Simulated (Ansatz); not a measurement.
AgPbF₆ (space group P-1, No. 2; a cell from a computed database, its experimental status unchecked)

```xyz
8
Lattice="5.5375 0.0000 0.0000 2.6569 4.9589 0.0000 0.0161 3.0283 4.9807" Properties=species:S:1:pos:R:3 pbc="T T T"
Ag     0.0000     0.0000     0.0000
Pb     2.7768     1.5141     2.4904
F      1.0603     1.2839     1.2449
F      7.1502     6.7033     3.7358
F      1.6751     2.8482     3.7385
F      6.5353     5.1390     1.2422
F      3.3507     3.1044     1.3434
F      4.8597     4.8828     3.6373
```

Computed with Ansatz (an electronic-structure program), PBEsol, PAW, cutoff 420 eV, scalar-relativistic without spin-orbit coupling. Γ-centred 9×10×9 mesh, Fermi–Dirac width 0.05 eV.

```json
{
  "volume_per_atom": "17.10 Å³",
  "density": "5.21 g/cm³",
  "band_gap": "zero",
  "total_energy": "-3009.442 eV/atom (σ→0; compares only within this code and set-up)"
}
```

A trial with spin polarisation found a lower state for one case, which could not be relaxed; the values given are those without spin. No phonon test of stability was made. No Hubbard U is applied, and correlation can decide whether such a compound is a metal. The final runs are not spin-polarised. An odd electron count without spin: AgPbF6.
